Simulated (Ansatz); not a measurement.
**Sensitivity of a calculation on AlPd2 (Pnma, 12 atoms in the cell) to its settings**

Space group Pnma (No. 62); a = 5.420 Å, b = 4.072 Å, c = 7.813 Å, α = β = γ = 90.00°

```csv
atom,site,symmetry,x,y,z
Al,4c,.m.,0.1946,0.2500,0.1051
Pd,4c,.m.,0.0426,0.2500,0.7882
Pd,4c,.m.,0.1658,0.2500,0.4339
```

Base run A: PBEsol, default PAW files made with PBE (Ansatz, a quantum-chemistry and plane-wave program), self-consistent single point.

Its settings: basis.ecutwfc = 30.9 Ry; kpoints.mp_grid.grid = 4 6 3; hamiltonian.xc = pbesol; hamiltonian.pseudopotentials = {kind: paw} (the program's default PAW files); scf.occupations.method = gaussian; scf.occupations.width = 0.0147 Ry.

The starting cell comes from a database of computed structures (which also holds hypothetical and non-ambient phases and stackings), without a prior relaxation at this level. Spin polarisation is off. Ansatz's pressure includes its estimate of the finite-basis (Pulay) stress.

ΔF is the free energy per atom less that of run A. 

```tsv
run	change	ΔF (meV/atom)	pressure (GPa)	largest force (eV/Å)	k-points
A	base	0.00	-2.72	0.089	24
B	crystal.symmetry.detect: default → false	0.00	-2.72	0.089	38
C	kpoints.mp_grid.grid: 4 6 3 → 2 3 2	38.6	-2.65	0.227	8
D	kpoints.mp_grid.grid: 4 6 3 → 3 3 2; kpoints.mp_grid.shift: default → 0.5 0.5 0.5	-20.7	-2.91	0.090	4
E	scf.occupations.width: 0.0147 Ry → 0.0588 Ry	-54.0	-2.22	0.103	24
F	kpoints.mp_grid.grid: 4 6 3 → 4 5 3; scf.occupations.width: 0.0147 Ry → 0.022 Ry	-4.9	-2.72	0.098	18
G	scf.mixing.algorithm: default (the program chose MSR1) → broyden; scf.mixing.ndim: default → 4	0.00	-2.72	0.089	24
H	scf.eigensolver.kind: default (the program chose band_cg) → davidson	0.00	-2.72	0.089	24
```

Run C against A: The free energy rises by 38.6 meV/atom, the pressure stays near -2.65 GPa while the yy stress (positive for compression) goes from -2.64 to -1.45 GPa and the largest force goes from 0.089 to 0.227 eV/Å.

Run H against A: The free energy is nearly the same (within 1 meV/atom), the pressure stays at -2.72 GPa and the largest force stays at 0.089 eV/Å.

Run D against A: The free energy goes down by 20.7 meV/atom, the pressure goes from -2.72 to -2.91 GPa and the largest force moves little (0.089 to 0.090 eV/Å).

Keys are those of Ansatz 0.2.
